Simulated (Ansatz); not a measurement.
Start from Nb₂C (space group Pnma, No. 62; a = 10.868 Å, b = 3.074 Å, c = 4.947 Å; a cell from a computed database, its experimental status unchecked). Axes: x, y, z lie along a, b, c of the conventional cell.

All numbers come from PBEsol (Ansatz, a first-principles code), without spin-orbit coupling.

Base values:

The pressure is 0.0 GPa and the shortest interatomic distance is 2.167 Å.

Now apply this change: strain tensor (xx, yy, zz, yz, xz, xy) = (+1.16, +0.12, +0.54, −1.29, +0.18, −0.28) %; the atoms relax in the strained cell.

**Question.** How does this affect the pressure?

**Answer.** The pressure (mean of the normal stresses, compression positive) goes from zero to -4.2 GPa.

**Question.** Predict the new shortest interatomic distance.

**Answer.** The shortest interatomic distance drops by 0.002 Å (2.167 Å → 2.165 Å).

No phonon test of stability was made. All final runs are without spin polarisation.
